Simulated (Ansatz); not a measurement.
Results of Hartree–Fock in Ansatz (plane waves, PAW) for antifluorite Be2C.

Settings: plane-wave cutoff 520 eV, 10×10×10 k mesh, scalar-relativistic PAW data made under PBE.

Cell (relaxed at this level):

```
CELL_PARAMETERS angstrom
      0.00000     2.17327     2.17327
      2.17327     0.00000     2.17327
      2.17327     2.17327     0.00000
ATOMIC_POSITIONS crystal
  Be 0.25000 0.25000 0.25000
  Be 0.75000 0.75000 0.75000
  C  0.00000 0.00000 0.00000
```

Task: What does this level give for the polycrystal shear modulus (Hill average), elastic constant C12, elastic constant C44, Young modulus and elastic constant C11?

Result: 
- polycrystal shear modulus (Hill average) = 255 GPa
- elastic constant C12 = -11.8 GPa
- elastic constant C44 = 213 GPa
- Young modulus = 545 GPa
- elastic constant C11 = 655 GPa

Elastic constants are with the ions relaxed.

The computed numbers hold no vibrational or temperature effects.

Ansatz is a quantum-chemistry and plane-wave program.
